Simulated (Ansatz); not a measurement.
# Worked sum: reaction energy

This concerns the reaction energy. Reaction: 3 Si (diamond) + 4 GaN (wurtzite) → 4 Ga (Cmce) + Si3N4 (P6₃/m). A negative value means that the right-hand side lies lower.

Si3N4 (P6₃/m), 14 atoms in the cell. Conventional cell: a = b = 7.6637 Å, c = 2.9264 Å, α = β = 90.00°, γ = 120.00°.

GaN (wurtzite, P6₃mc), 4 atoms in the cell. Conventional cell: a = b = 3.2184 Å, c = 5.2432 Å, α = β = 90.00°, γ = 120.00°.

Setting: static, neutral cells in Ansatz (PAW) whose structures rest at the PBE level. Ansatz (a quantum-chemistry and plane-wave program) runs with its default PAW set. Other levels take these structures. The lattices are those relaxed with PBE, so at other levels the solids can be strained, which adds to the spread. A dispersion term (D3(BJ), or D4 for r2SCAN) was computed beside these levels and is taken off wherever the name lacks it.

Total energies of the cells in eV, at zero smearing width. They compare only within one column; the weights balance every element.

```tsv
cell	atoms	weight	r2SCAN	r2SCAN+D4
Ga (Cmce)	4	+2	-15161.02595	-15161.62017
Si3N4 (P6₃/m)	14	+1	-6930.79322	-6932.35136
Si (diamond)	2	−3	-1278.13039	-1278.36436
GaN (wurtzite)	4	−4	-8352.74406	-8353.31207
```

r2SCAN: 2 × (-15161.02595) + (-6930.79322) − 3 × (-1278.13039) − 4 × (-8352.74406) = -7.478 eV; dividing by 2 gives -3.74 eV.

r2SCAN+D4: 2 × (-15161.62017) + (-6932.35136) − 3 × (-1278.36436) − 4 × (-8353.31207) = -7.250 eV; dividing by 2 gives -3.63 eV.

What follows from the r2SCAN value: Per mole of the reaction as written, -3.739 eV × 96.485 = -360.8 kJ.
